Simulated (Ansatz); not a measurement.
Take TlBr in the CsCl type structure (space group Pm-3m, No. 221; a = 3.840 Å) as the base. Axes: x, y, z lie along the cube axes.

Computed with LDA, PAW, 420 eV (Ansatz, a quantum-chemistry and plane-wave program; no spin-orbit coupling).

Strains are applied to the cell and any free atomic positions relax; under biaxial strain the out-of-plane vector relaxes too.

One change was made to it. Results:

The pressure (mean of the normal stresses, compression positive) drops by 8.15 kbar, from -0.1 kbar to -8.2 kbar; the band gap rises by 0.06 eV (1.37 eV → 1.43 eV).

Task: Name the change that was made.
A) biaxial strain −2.50 %, plane normal [111], relaxed out of plane
B) biaxial strain −1.67 %, plane normal [111], relaxed out of plane
C) biaxial strain +2.50 %, plane normal [111], relaxed out of plane
D) biaxial strain +0.83 %, plane normal [111], relaxed out of plane

Result: C, biaxial strain +2.50 %, plane normal [111], relaxed out of plane. For comparison, the pressure in the other runs: biaxial strain +0.83 %, plane normal [111], relaxed out of plane gives -2.9 kbar; biaxial strain −2.50 %, plane normal [111], relaxed out of plane gives 8.7 kbar; biaxial strain −1.67 %, plane normal [111], relaxed out of plane gives 5.9 kbar.

With Tl present, leaving out spin-orbit coupling can change the band edges. Stability against distortions was not tested.
